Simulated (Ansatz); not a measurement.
rutile SnO2 (P4_2/mnm): a fit under hydrostatic pressure (both signs)

Cell and atoms relaxed with PBEsol to each stress σ (compression positive); gaps by r2SCAN, rigid bands (plane waves, PAW, scalar-relativistic; Ansatz, a program for electronic structure). Unloaded cell: a = b = 4.769 Å, c = 3.212 Å, α = β = γ = 90.00°.

| σ (GPa) | ln(V/V₀) (%) | gap (eV) |
|---|---|---|
| 0 | 0 | 1.681 |
| -6.00 | 3.55 | 1.322 |
| -4.00 | 2.28 | 1.447 |
| -2.00 | 1.10 | 1.566 |
| 4.00 | -2.03 | 1.903 |
| 8.00 | -3.86 | 2.112 |
| 12.00 | -5.54 | 2.312 |

Q: Fit E_g = 1.681 eV + aσ + bσ² and ε = cσ + dσ² to the loaded rows by least squares.

A: a = 0.0572 eV/GPa, b = -3.93e-04 eV/GPa²; c = -0.544 %/GPa, d = 0.00706 %/GPa².

Q: One run was withheld, at σ = 2.00 GPa. Predict its gap and its ln(V/V₀), then set them beside the run.

A: E_g = 1.681 + (0.0572)(2.00) + (-3.93e-04)(2.00)² = 1.794 eV and ε = (-0.544)(2.00) + (0.00706)(2.00)² = -1.06 %. The run gave 1.794 eV and -1.04 %, misses of 0.000 eV and 0.02 percentage points.

Gaps are resolved to about 0.01 eV; third decimals are kept for the arithmetic. Spin-orbit coupling is left out. Every relaxation keeps the rutile phase (space group P4_2/mnm under this load), so a transition, a distortion that breaks the symmetry or fracture can't show.
